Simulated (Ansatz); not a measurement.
**Pressure series in CeO2**

Start from CeO$_{2}$ in the fluorite structure (space group Fm-3m, No. 225; a = 5.4645 Å).

Cell and atoms are relaxed at each pressure.

Method: PBE (Ansatz, a first-principles code; PAW; 420 eV plane waves; no SOC), earlier PAW set.

| pressure (GPa) | volume per atom (Å³/atom) |
|---|---|
| -2 | 13.759 |
| -1 | 13.676 |
| 0 | 13.598 |
| 0.9 | ? |
| 2.1 | 13.439 |
| 4.5 | 13.268 |
| 15 | 12.635 |
| 22.5 | 12.265 |
| 30 | 11.943 |

Q: Fit the third-order Birch–Murnaghan form P(V) = (3B₀/2)[(V₀/V)^(7/3) − (V₀/V)^(5/3)]·[1 + (3/4)(B₀′ − 4)((V₀/V)^(2/3) − 1)] (squares taken in P) to the rows shown and predict the withheld row.

A: Least squares on the printed values gives V₀ = 13.598 Å³/atom, B₀ = 174 GPa, B₀′ = 4.4; this predicts 13.528 Å³/atom, and the run gives 13.529 Å³/atom, in agreement.

Load acts through the strain it causes; cell and atoms are relaxed under it. No phonon test of stability was made. No other phases were tried under pressure. Seeded moments were not kept for the base. All final runs are without spin polarisation.
